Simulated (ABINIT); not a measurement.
Band structure of PNO (I2_12_12_1, 6 atoms in the cell).

```yaml
crystal:
  lattice:
    - [-2.22378, 2.38856, 3.50218]
    - [2.22378, -2.38856, 3.50218]
    - [2.22378, 2.38856, -3.50218]
  atoms:
    - { symbol: P, position: [0.61083, 0.86083, 0.75000] }
    - { symbol: P, position: [0.88917, 0.63917, 0.25000] }
    - { symbol: N, position: [0.75000, 0.89204, 0.14204] }
    - { symbol: N, position: [0.25000, 0.60796, 0.35796] }
    - { symbol: O, position: [0.87288, 0.75000, 0.62288] }
    - { symbol: O, position: [0.62712, 0.25000, 0.87712] }
```

Method of the run: LDA (PW92), norm-conserving pseudopotentials (PseudoDojo nc-sr-04 LDA standard) (plane waves; ABINIT).

Settings: pseudos = [P.upf, N.upf, O.upf]; ecut = 84 Ry; ixc = 7; occopt = 1; ngkpt = 5 5 5; nshiftk = 1; shiftk = 0 0 0; potentials = PseudoDojo nc-sr-04 LDA standard; kptopt = 1; nstep = 50; toldfe1 = 1e-09 Ha; diemac = 9; ndtset = 2.

The starting cell comes from a database of computed structures (which also holds hypothetical and non-ambient phases and stackings), without a prior relaxation at this level.

Predict the gap along the standard path and the places of the band edges.

The gap along the path is 5.11 eV, from Z to Γ; the smallest direct gap on it is 5.54 eV.

Levels in eV from the top of the valence band on the SCF mesh, bands 13 to 20:
```
point     13     14     15     16    17    18    19    20
-----  -----  -----  -----  -----  ----  ----  ----  ----
Γ      -1.99  -1.85  -1.10  -0.38  5.16  5.46  7.02  8.17
X      -2.48  -2.32  -1.56  -0.19  6.66  6.95  7.97  8.02
L      -2.31  -1.84  -1.62  -0.28  6.24  6.94  7.22  8.39
T      -2.08  -1.59  -1.04  -0.54  5.93  6.82  7.13  8.50
W      -1.96  -1.96  -0.81  -0.81  6.24  6.24  7.50  7.50
R      -2.41  -1.48  -1.43  -0.46  6.61  7.02  7.20  8.00
X1     -2.48  -2.32  -1.56  -0.19  6.66  6.95  7.97  8.02
Z      -2.81  -2.45  -1.83   0.05  6.65  7.02  7.95  8.18
Y      -2.58  -2.12  -1.90  -0.25  5.83  7.24  7.58  8.08
S      -2.37  -2.04  -1.07  -0.69  5.69  6.72  7.26  7.81
```
